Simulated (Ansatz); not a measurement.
The parent structure is ZnS in the zinc blende structure (space group F-43m, No. 216; a = 5.297 Å). Axes: x, y, z lie along the cube axes.

Modification: the cell is compressed by 1.00 % along z with no lateral relaxation, atoms relaxed at fixed cell.

The values are results of DFT with LDA, PAW potentials and a 420 eV plane-wave cutoff in Ansatz (a quantum-chemistry and plane-wave program), no spin-orbit coupling, not measurements.

Task: Give the band edges at the high-symmetry points of the new zone, measured from its valence-band maximum.

Result: 
```
point  valence edge (eV)  conduction edge (eV)
-----  -----------------  --------------------
Γ                   0.00                  2.15
X                  -2.51                  3.02
P                  -3.07                  5.52
N                  -0.98                  3.20
M                  -2.58                  2.96
S                  -2.13                  3.75
S₀                 -2.13                  3.75
R                  -3.08                  5.44
G                  -3.08                  5.44
```

The gap is 2.15 eV, direct at Γ.

The cells carry an imposed strain or load. Whether these cells are dynamically stable was not tested. k-point labels follow each cell's own Brillouin zone.
